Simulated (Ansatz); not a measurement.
MoS2 under a change: biaxial strain −1.80 %, plane normal [001], relaxed out of plane

Base system: MoS$_{2}$ (space group P6_3/mmc, No. 194; a = 3.1493 Å, c = 12.0895 Å; layered, stacked along the Cartesian z axis). Axes: x lies along a and z along c of the hexagonal cell.

The change: biaxial strain −1.80 %, plane normal [001], relaxed out of plane (Cartesian); in-plane vectors clamped, the third vector and the atoms free.

Computed with Kohn–Sham DFT with the PBE-D3(BJ) functional, run in Ansatz (a first-principles code) with PAW and 420 eV plane waves, no spin-orbit coupling. k-mesh 12×12×3 (Γ-centred); smearing 0.05 eV (Fermi–Dirac).

```json
[
 {"quantity": "volume per atom", "base": "17.31 Å³", "changed": "16.79 Å³", "shift": "-0.514 Å³"},
 {"quantity": "space group", "base": "P6_3/mmc (No. 194)", "changed": "P6_3/mmc (No. 194)", "shift": "–"},
 {"quantity": "pressure (mean of the normal stresses, compression positive)", "base": "0.00 GPa", "changed": "3.62 GPa", "shift": "+3.62 GPa"},
 {"quantity": "band gap", "base": "0.77 eV", "changed": "0.82 eV", "shift": "+0.05 eV"},
 {"quantity": "gap character", "base": "indirect, Γ → K–Γ (44 % along)", "changed": "indirect, Γ → K–Γ (44 % along)", "shift": "–"},
 {"quantity": "smallest direct gap", "base": "1.70 eV", "changed": "1.91 eV", "shift": "+0.21 eV"},
 {"quantity": "width of the top valence band", "base": "1.69 eV", "changed": "1.62 eV", "shift": "-0.07 eV"},
 {"quantity": "hole mass", "base": "1.0 mₑ along c, 0.61 mₑ across (at Γ)", "changed": "0.90 mₑ out of plane, 0.77 mₑ in plane (at Γ)", "shift": "–"},
 {"quantity": "valence-band top at Γ (three highest levels, from the VBM)", "base": "0.00, -1.11, -1.29 eV", "changed": "0.00, -1.15, -1.40 eV", "shift": "–"},
 {"quantity": "out-of-plane strain", "base": "–", "changed": "+0.62 %", "shift": "–"},
 {"quantity": "ratio −ε⊥/ε∥", "base": "–", "changed": "0.35", "shift": "–"},
 {"quantity": "mean in-plane stress (compression positive)", "base": "–", "changed": "+5.4 GPa", "shift": "–"}
]
```

Effective masses come from finite differences of ±0.01 Å⁻¹. Stability against distortions was not tested.
